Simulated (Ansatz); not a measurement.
The parent structure is TiO2 in the anatase structure (space group I4_1/amd, No. 141).

```
TiO2
1.0
   -1.88893     1.88893     4.79189
    1.88893    -1.88893     4.79189
    1.88893     1.88893    -4.79189
Ti O
2 4
Cartesian
  0.00000   0.00000   4.79189
  1.88893   0.00000   2.39595
  0.00000   0.00000   2.80545
  1.88893   0.00000   0.40951
  1.88893   0.00000   4.38238
  0.00000   0.00000   6.77833
```

Calculations: r2SCAN in Ansatz (plane waves to 500 eV, PAW, spin-orbit coupling left out).

Base values:

```
Property                 Result
-------------------  ----------
c/a ratio                 2.537
Lattice parameter a  7.139 bohr
```

One thing is altered: a hydrostatic pressure of 1.8 GPa.

Problem. How does this affect the c/a ratio?

Solution. The c/a ratio drops by 0.012 (2.537 → 2.525).

Problem. What happens to the lattice parameter a?

Solution. The lattice parameter a shrinks by 0.011 bohr (7.139 bohr → 7.128 bohr).

Load acts through the strain it causes; cell and atoms are relaxed under it. Whether these cells are dynamically stable was not tested. All final runs are without spin polarisation.

Ansatz is a program for electronic structure.
